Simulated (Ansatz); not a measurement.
Electron-phonon data for Cu (Fm-3m)

Consider the following.

```
CELL_PARAMETERS angstrom
      0.00000     1.79735     1.79735
      1.79735     0.00000     1.79735
      1.79735     1.79735     0.00000
ATOMIC_POSITIONS crystal
  Cu 0.00000 0.00000 0.00000
```

These are PBEsol, DFPT electron-phonon coupling, linearised Boltzmann equation (plane waves, PAW, scalar-relativistic; Ansatz, a program for electronic structure) values and carry that method's errors. Condition of this run: hydrostatic pressure -4 GPa (the target of the relaxation). Cell: relaxed with this functional, without spin-orbit coupling, then loaded as said.

```yaml
resistivity at 300 K: 1.79 μΩ·cm
resistivity at 77 K: 0.22 μΩ·cm
electron mean free path at 300 K (weighted by the current that each state carries): 38 nm
resistivity times mean free path for one path shared by all states (from the Fermi surface's area): 6.6 ×10⁻¹⁶ Ω·m²
electron-phonon coupling λ: 0.126
transport coupling λ_tr: 0.130
logarithmic_mean_phonon_energy: 18.3 meV
density of states at the Fermi level: 0.152 states/(eV·spin·cell)
drude_plasma_energy: 9.0 eV
Hall coefficient at 300 K: -4.1 ×10⁻¹¹ m³/C
Tc for μ* = 0.10 (anisotropic Eliashberg): below 1 K
Tc for μ* = 0.13 (anisotropic Eliashberg): below 1 K
```

A metal at this level (no band gap). Only scattering by harmonic phonons is included (no impurities, grain boundaries, electron-electron scattering or thermal expansion). Spin-orbit coupling is left out. Halving the electron mesh (40x40x40) moves the resistivity by up to 1 % at 300 K, the mean free path by up to 1 %, the coupling by up to 2 %. Smearing 0.20 eV; phonons on a 7x7x7 q mesh, which this run doesn't test and which matters most at low temperature. Tc comes from the anisotropic Migdal-Eliashberg equations with μ*, a chosen number, referred to 20 meV.
